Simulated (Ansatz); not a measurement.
## Worked example: self-consistent single point of TiB2Mo (Amm2, 4 atoms in the cell) in Ansatz

Computed with LDA (PW92), default PAW files made with PBE (plane waves; Ansatz, an electronic-structure program).

Input as run:

Ansatz 0.2 input:
```yaml
# TiB2Mo
crystal:
  lattice:
    - [3.115440, 0.000000, 0.000000]
    - [0.000000, 1.605651, 4.266662]
    - [0.000000, -1.605651, 4.266662]
  atoms:
    - { symbol: Ti, position_ang: [0.000000, -0.000000, 1.256959] }
    - { symbol: B, position_ang: [1.557720, 0.000000, 4.767995] }
    - { symbol: B, position_ang: [0.000000, 0.000000, 3.754151] }
    - { symbol: Mo, position_ang: [1.557720, -0.000000, 7.287629] }
basis:
  ecutwfc: 30.9 Ry
kpoints:
  mp_grid: { grid: [10, 10, 10] }
hamiltonian:
  xc: lda
  pseudopotentials: { kind: paw }
scf:
  occupations: { method: fermi_dirac, width: 0.0073 Ry }
output:
  forces: true
  eigenvalues: true
  stress: true
```

Output, abridged:

```
WARN ansatz: RAYON_NUM_THREADS=1 ignored (pool sized by the plan → 1); use --threads N
Pseudopotentials: kind: paw
Pseudopotential: Ti, paw, valence charge 12
Pseudopotential: B, paw, valence charge 3
Pseudopotential: Mo, paw, valence charge 14
Crystal: 4 atoms, lattice volume = 42.686 Å³
Basis set: ecut = 420.4159175005146 eV, 829 PW (Γ)
Bands: 20, of which v1, the nominal top of the filled ones, is band 16 counted from 1 (15 counted from 0)
Symmetry: 4 space group operations
Space group: Amm2 (ITA 38), of the structure as read, at distance tolerance 3.5e-5 Å
k-points: 186 of 1000 (time reversal used)
PAW frozen core: Ti, regenerated for the run's functional, and the local potential with it
PAW frozen core: B, regenerated for the run's functional, and the local potential with it
PAW frozen core: Mo, regenerated for the run's functional, and the local potential with it
Initial density: superposition of atomic densities (neutral atoms: chi_scale 0, normalization atom), corrected by the library's trained network
Initial wavefunctions: pseudopotential atomic-orbital guess
Eigensolver: davidson
Functional: x = slater, c = lda
SCF iter   1: F=—  HF=-7596.055595 eV  |F-HF|=—  |Δ(HF+E_count)|=         —  Δρ=9.95e-3  dr2=8.06e-2  ethr=1.77e-3  ⟨swp⟩=4.6  Hψ=14633  notcnv=0
all-band conjugate gradients solve this SCF's bands
preconditioner: auto → Kerker (q_TF=auto, 2.600 Å⁻¹)
SCF iter   2: F=—  HF=-7596.048315 eV  |F-HF|=—  |Δ(HF+E_count)|=   7.28e-3  Δρ=5.10e-3  dr2=2.02e-2  ethr=2.52e-4  ⟨swp⟩=1.0  Hψ=5210  notcnv=0
SCF iter   3: F=—  HF=-7596.045150 eV  |F-HF|=—  |Δ(HF+E_count)|=   3.16e-3  Δρ=6.61e-4  dr2=3.21e-4  ethr=6.32e-5  ⟨swp⟩=2.1  Hψ=4566  notcnv=0
SCF iter   4: F=—  HF=-7596.045093 eV  |F-HF|=—  |Δ(HF+E_count)|=   5.73e-5  Δρ=1.67e-4  dr2=1.21e-5  ethr=1.00e-6  ⟨swp⟩=2.0  Hψ=5117  notcnv=0
SCF iter   5: F=—  HF=-7596.045090 eV  |F-HF|=—  |Δ(HF+E_count)|=   3.00e-6  Δρ=3.41e-5  dr2=7.41e-7  ethr=3.78e-8  ⟨swp⟩=2.0  Hψ=5066  notcnv=0
SCF iter   6: F=-7596.045090 eV  HF=-7596.045090 eV  |F-HF|=2.68e-8  |Δ(HF+E_count)|=   1.64e-7  Δρ=7.52e-6  dr2=3.66e-8  ethr=3.13e-10  ⟨swp⟩=5.1  Hψ=15943  notcnv=0
SCF 1 converged in 6 iterations: F = -7596.045090 eV  dr2 = 3.66e-8
SCF converged after 6 iterations
Free energy (F): -7596.045090 eV
Harris-Foulkes:  -7596.045090 eV  (|F-HF|=2.68e-8)
Internal energy: -7596.015875 eV  (E = F + TS)
E sigma→0 (E₀):  -7596.030482 eV
Entropy (-TS):   -0.029215 eV (-7.304 meV/atom)
Fermi energy:    16.320997 eV
--- Per-component energies (eV) ---
  E_band       = -182.788829
  E_kinetic    = 810.637515
  E_local      = -1670.445730  (includes V_loc(G=0)·N_el)
  E_nonlocal   = 180.379814
  E_hartree    = 624.629631
  E_xc         = -344.830209
  E_vxc        = -428.796879  (∫ρ·V_xc dr)
  E_paw        = -4232.480782  (= ΣΔE_a)
  E_vpaw       = -323.827232  (= ΣTr[D̂ρ^β])
  E_aug_tail   = 0.000135  (compensation charges beyond the density's cutoff)
  E_ewald      = -2964.796683
  E_core_change = 0.890435  (= ΣΔE_core)
  E_smearing   = -0.029215  (= −TS)
  E_closure    = -0.000000  (closes the sum)
  Σ components = -7596.045090   (vs F -7596.045090, Δ=0.00e0)
--- Forces (eV/Å), atoms counted from 1 ---
  atom   1  Ti     0.00000000    -0.00000000    -0.15487245
  atom   2  B     -0.00000000     0.00000000    -0.15714734
  atom   3  B      0.00000000    -0.00000000     0.11454599
  atom   4  Mo    -0.00000000     0.00000000     0.19752584
  max |Σ_I F_I| component: 5.20e-5 eV/Å
--- Stress (GPa, compression-positive) ---
      -19.278730       0.000000       0.000000
        0.000000     -19.142576       0.000000
        0.000000       0.000000     -19.145501
  P = ⅓ Tr σ = -19.1889 GPa (-191.889 kbar)
  The stress holds the Pulay correction. Without it, at fixed plane waves, as pw.x and ABINIT print it: P = -19.3290 GPa
--- Band table (eV; the first three rows and the last of 186) ---
  k-point 0: bands = ["-44.4989", "-39.7254", "-18.6863", "-18.6266", "-18.4947", "-16.3193", "-16.2474", "-16.1844", "4.7234", "9.8064", "12.7177", "13.2799", "13.5782", "13.6108", "15.7187", "16.5695", "16.9140", "16.9883", "18.3838", "18.4811"]
  k-point 1: bands = ["-44.4971", "-39.7242", "-18.6827", "-18.6514", "-18.4915", "-16.3207", "-16.2613", "-16.1839", "4.8681", "9.9232", "12.2001", "13.0604", "13.5553", "14.2874", "15.8931", "16.2029", "16.4882", "16.9969", "18.2290", "19.0113"]
  k-point 2: bands = ["-44.4925", "-39.7210", "-18.7164", "-18.6730", "-18.4829", "-16.3287", "-16.2929", "-16.1825", "5.2605", "10.2023", "11.4191", "13.2233", "13.3721", "14.6203", "15.6706", "16.0418", "16.6100", "16.7490", "17.7998", "19.4471"]
  k-point 185: bands = ["-44.4733", "-39.7070", "-18.8234", "-18.6619", "-18.5901", "-16.3618", "-16.3027", "-16.2286", "7.8903", "7.9298", "12.2519", "12.4901", "13.5625", "14.5936", "15.0138", "15.5912", "15.9752", "17.1651", "17.3412", "17.7230"]
```

The run converged in 6 iterations.

The starting cell comes from a database of computed structures (which also holds hypothetical and non-ambient phases and stackings), without a prior relaxation at this level. Its lattice was rescaled by a random factor within 2.5 % of one. Spin polarisation is off. With a pressure of about -19 GPa the cell is away from its equilibrium volume at this level. Ansatz's pressure includes its estimate of the finite-basis (Pulay) stress.
